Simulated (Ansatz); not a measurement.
**HfS2: response to strain**

Consider HfS₂ in the CdI2 type structure (space group P-3m1, No. 164; a = 3.606 Å, c = 5.768 Å; layered, stacked along the Cartesian z axis). Axes: x lies along a and z along c of the hexagonal cell.

Strains are applied to the cell and any free atomic positions relax.

Level of theory: PBE-D3(BJ), PAW, 420 eV (Ansatz, a program for electronic structure; without spin-orbit coupling).

Notes on the quantities. pressure: mean of the normal stresses, compression positive.

```csv
change,pressure,smallest direct gap,width of the top valence band,shortest interatomic distance
base,0.00 GPa,1.81 eV,2.10 eV,2.541 Å
uniaxial strain ε_zz = −3.00 %,0.78 GPa,1.66 eV,2.28 eV,2.536 Å
uniaxial strain ε_zz = −2.50 %,0.62 GPa,1.69 eV,2.26 eV,2.537 Å
uniaxial strain ε_zz = −2.00 %,0.48 GPa,1.72 eV,2.23 eV,___
uniaxial strain ε_zz = −1.50 %,___,1.76 eV,2.20 eV,2.539 Å
uniaxial strain ε_zz = −1.00 %,0.23 GPa,1.78 eV,2.16 eV,2.539 Å
uniaxial strain ε_zz = −0.50 %,0.11 GPa,1.79 eV,2.13 eV,2.540 Å
uniaxial strain ε_zz = +1.50 %,-0.26 GPa,___,2.01 eV,2.542 Å
uniaxial strain ε_zz = +2.00 %,-0.32 GPa,1.86 eV,1.99 eV,2.543 Å
uniaxial strain ε_zz = +3.00 %,-0.44 GPa,1.88 eV,1.94 eV,2.543 Å
```

### Question
What belongs in the blanks?

### Answer

- uniaxial strain ε_zz = −2.00 %, shortest interatomic distance: 2.538 Å
- uniaxial strain ε_zz = −1.50 %, pressure: 0.34 GPa
- uniaxial strain ε_zz = +1.50 %, smallest direct gap: 1.85 eV

Spin-orbit coupling, missing from the scalar runs, can matter with Hf. No phonon test of stability was made.
